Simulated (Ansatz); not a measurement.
We look at the energy of the reaction as written. Reaction: cell B → cell A. A negative value means that the right-hand side lies lower.

Cell A: a sheet of composition Os2, 2 atoms, hexagonal cell of 4.05 Å (14.2 Å²), symmetry P6/mmm, 0.0 Å thick under 16 Å of vacuum, in-plane vectors relaxed; planes from bottom to top: Os2, all atoms in one plane; a model cell; spin state with PBE: no moments, k-point mesh 18×18×1.
```
CELL_PARAMETERS angstrom
      4.05237     0.00000     0.00000
     -2.02619     3.50946     0.00000
      0.00000     0.00000    16.00000
ATOMIC_POSITIONS crystal
  Os 0.33333 0.66667 0.50000
  Os 0.66667 0.33333 0.50000
```

Cell B: a sheet of composition Os2, 2 atoms, hexagonal cell of 3.63 Å (11.4 Å²), symmetry P-3m1, 1.0 Å thick under 16 Å of vacuum, in-plane vectors relaxed; planes from bottom to top: Os × 2; a model cell; spin state with PBE: no moments, k-point mesh 18×18×1.
```xyz
2
Lattice="3.6291 0.0000 0.0000 -1.8146 3.1429 0.0000 0.0000 0.0000 16.8535" Properties=species:S:1:pos:R:3 pbc="T T T"
Os     0.0000     2.0953     8.9349
Os     1.8146     1.0476     7.9186
```

Computed with Ansatz (plane waves, PAW), its default PAW set, cutoff 420 eV. The structures are at rest with PBE. Neutral cells; Fermi-Dirac smearing of at most 0.10 eV in the solids, energies taken to zero width. A dispersion term (D3(BJ), or D4 for r2SCAN) was computed beside these levels and is taken off wherever the name lacks it. Nuclei at rest; no vibrational terms. The runs are scalar-relativistic, without spin-orbit coupling. The cells' k-point meshes differ in density, so the last digit is unsettled. Cell A has symmetry P6/mmm and got no random move, so less symmetric positions, which may lie lower, weren't tried. Cell B has symmetry P-3m1 and got no random move, so less symmetric positions, which may lie lower, weren't tried.

Question: What is the computed value (PBE)?

Answer: 1.38 eV, for cell B → cell A.

Ansatz is a quantum-chemistry and plane-wave program.
